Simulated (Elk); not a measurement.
Input and output of a self-consistent single point for SiNi (Pmmn, 4 atoms in the cell) (Elk).

Method: PBEsol, all-electron FP-LAPW, Elk's shipped species files, APW+lo basis with extra local orbitals in Elk 10.2.4.

The change in words: lattice scaled by 0.98. Reference geometry:
```yaml
crystal:
  lattice:
    - [2.95307, 0.00000, 0.00000]
    - [0.00000, 3.29181, 0.00000]
    - [0.00000, 0.00000, 4.69382]
  atoms:
    - { symbol: Si, position: [0.00000, 0.00000, 0.15686] }
    - { symbol: Si, position: [0.50000, 0.50000, 0.84314] }
    - { symbol: Ni, position: [0.00000, 0.00000, 0.65750] }
    - { symbol: Ni, position: [0.50000, 0.50000, 0.34250] }
```

Reference input (self-consistent single point, DFT, PBEsol, all-electron FP-LAPW, Elk's shipped species files, APW+lo basis with extra local orbitals): xctype = 22; rgkmax = 8; swidth = 0.00183747 Ha; ngridk = 8 7 5; tforce = true; gmaxvr = 18 1/bohr; lmaxapw = 10; lmaxo = 8; nxlo = 2; lorbcnd = true; lradstp = 2; nrmtscf = 2. This run's input differs from it in these lines:

```diff
@@ -46,5 +46,5 @@
 avec
-    5.5804935268    0.0000000000    0.0000000000
-    0.0000000000    6.2206212440    0.0000000000
-    0.0000000000    0.0000000000    8.8700361680
+    5.4688844122    0.0000000000    0.0000000000
+    0.0000000000    6.0962092349    0.0000000000
+    0.0000000000    0.0000000000    8.6926362383
```

Output (repeated stretches shortened):

```
│ Self-consistent loop started │
│ Loop number : 1 │
 total energy                :     -3635.08435734
│ Loop number : 2 │
 total energy                :     -3634.39893311
RMS change in Kohn-Sham potential (target) :   0.3469995429     (  0.1000000000E-05)
Absolute change in total energy (target)   :   0.6854242318     (  0.1000000000E-03)
│ Loop number : 3 │
 total energy                :     -3635.29692243
RMS change in Kohn-Sham potential (target) :   0.3470085741     (  0.1000000000E-05)
Absolute change in total energy (target)   :   0.7266332639     (  0.1000000000E-03)
│ Loop number : 4 │
   [... lines left out ...]
Absolute change in total energy (target)   :   0.2928288141E-03 (  0.1000000000E-03)
│ Loop number : 13 │
 total energy                :     -3618.24265848
RMS change in Kohn-Sham potential (target) :   0.1076726981E-05 (  0.1000000000E-05)
Absolute change in total energy (target)   :   0.1087891696E-03 (  0.1000000000E-03)
│ Loop number : 14 │
 total energy                :     -3618.24272804
RMS change in Kohn-Sham potential (target) :   0.5269860252E-06 (  0.1000000000E-05)
Absolute change in total energy (target)   :   0.9675650927E-04 (  0.1000000000E-03)
Convergence targets achieved

│ Loop number : 15 │

Energies :
 Fermi                       :     0.450885835834
 total energy                :     -3618.24273341

Density of states at Fermi energy :    27.02744823
 (states/Hartree/unit cell)

Estimated indirect band gap :   0.7538909009E-03
 from k-point     48 to k-point     54
Estimated direct band gap   :   0.1396025448E-01
 at k-point     59

Charges :
 core                        :    44.00000000
 valence                     :    40.00000000
 interstitial                :    6.358675677
 muffin-tins (core leakage)
  species :    1 (Si)
   atom    1                 :    11.79203230     (  0.4191048936E-02)
   atom    2                 :    11.79203230     (  0.4191048936E-02)
  species :    2 (Ni)
   atom    1                 :    27.02862987     (  0.1039759786E-02)
   [... lines left out ...]
   total force               :     0.00000000    0.00000000   -0.00388321
   total magnitude           :     0.00388321
  atom :    2
   Hellmann-Feynman          :     0.00000000   -0.00000000    0.00000655
   IBS                       :    -0.00000000    0.00000000    0.00387666
   total force               :     0.00000000    0.00000000    0.00388321
   total magnitude           :     0.00388321
```

The run converged in 15 iterations. The count includes the last loop, which Elk runs after its targets are met. Against the reference run the free energy goes up by 18.2 meV/atom.

The starting cell comes from a database of computed structures (which also holds hypothetical and non-ambient phases and stackings), without a prior relaxation at this level. Its lattice was rescaled by a random factor within 2.5 % of one. For this run, on top of that: lattice scaled by 0.98. Spin polarisation is off. Values depend on the basis (sphere radii, cutoffs, local orbitals), which need not be converged. The log's line on a gap gives a spacing of levels on this mesh, which the program prints for metals too.

Cost on one core of a shared machine: roughly 6 min.
